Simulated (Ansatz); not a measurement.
The decay constant κ of evanescent states in the gap governs leakage through a thin film.

Data:

```
HfO2
1.0
    3.62918     0.00000     0.00000
    0.00000     3.62918     0.00000
    0.00000     0.00000     5.17186
Hf O
2 4
Direct
  0.50000   0.50000   0.50000
  0.00000   0.00000   0.00000
  0.00000   0.50000   0.69721
  0.00000   0.50000   0.19721
  0.50000   0.00000   0.80279
  0.50000   0.00000   0.30279
```

Space group of this cell: P4_2/nmc. The cell is strained (lengths across the current scaled by 1.02, ions clamped); by r2SCAN its mean pressure is -6.4 GPa.

Transport runs along the normal of the first two printed cell vectors, the (001) (indices of the unstrained crystal) plane of the conventional cell.

No gap correction and no spin-orbit coupling; mid-gap values are interpolated between computed energies.

Q: Estimate the band gap and the smallest decay constant κ at mid-gap that r2SCAN (Ansatz, a first-principles code) returns for this system.

A: Gap 5.01 eV on a 8×8×6 mesh; κ = 0.365 1/Å, at the zone centre.
